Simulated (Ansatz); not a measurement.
Fluorite HfO2 (high-temperature phase), treated with PBE+SOC (plane waves, PAW; Ansatz, a program for electronic structure).

Run with plane-wave cutoff 520 eV, 12×12×12 k mesh, Fermi–Dirac smearing 0.01 eV, PAW data made under PBE.

The cell is scaled about its equilibrium volume:

| V (Å³/atom) | P (GPa) | direct gap at Γ (eV) | smallest gap on the k mesh (eV) |
|---|---|---|---|
| 10.364 | 17.39 | 4.580 | 3.903 |
| 10.585 | 10.98 | 4.527 | 3.853 |
| 10.805 | 5.21 | 4.474 | 3.803 |
| 11.026 | 0.01 | 4.420 | 3.753 |
| 11.246 | -4.67 | 4.365 | 3.704 |
| 11.467 | -8.89 | 4.311 | 3.655 |
| 11.687 | -12.69 | 4.256 | 3.606 |

The fundamental gap (3.75 eV at the equilibrium volume, with added k points) lies elsewhere than Γ–Γ.

Note: symmetry holds this phase in the static calculation, where it need not be a minimum; held by symmetry at 0 K, a high-temperature phase can be a saddle point.
